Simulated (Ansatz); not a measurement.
The starting structures come from a database of crystals and need not be the phases stable at ambient conditions.

 Where the default PAW files enter, the runs use the earlier of Ansatz's two default sets.

By PBEsol, the system below comes out a metal.

Without scattering a metal conducts by its projected Fermi surface.

Given:

```
CELL_PARAMETERS angstrom
      5.20850     0.00000     0.00000
     -2.60425     4.51069     0.00000
      0.00000     0.00000     3.00219
ATOMIC_POSITIONS crystal
  Ta 0.00000 0.00000 0.00000
  Ta 0.33333 0.66667 0.50000
  Ta 0.66667 0.33333 0.50000
  N  0.00000 0.39239 0.00000
  N  0.39239 0.00000 0.00000
  N  0.60761 0.60761 0.00000
```

Space group of this cell: P-62m. The cell is strained (lengths along the current scaled by 1.03, ions clamped); by PBEsol its mean pressure is -14.4 GPa.

The current flows along the normal of the first two printed cell vectors, the (001) (indices of the unstrained crystal) plane of the conventional cell. No spin-orbit coupling; the value is a mean over 0.1 eV about the Fermi level.

### Question
State the ballistic conductance per area according to Ansatz (an electronic-structure program) with PBEsol.

### Answer
0.19 × 10¹⁵ S/m² for both spins.
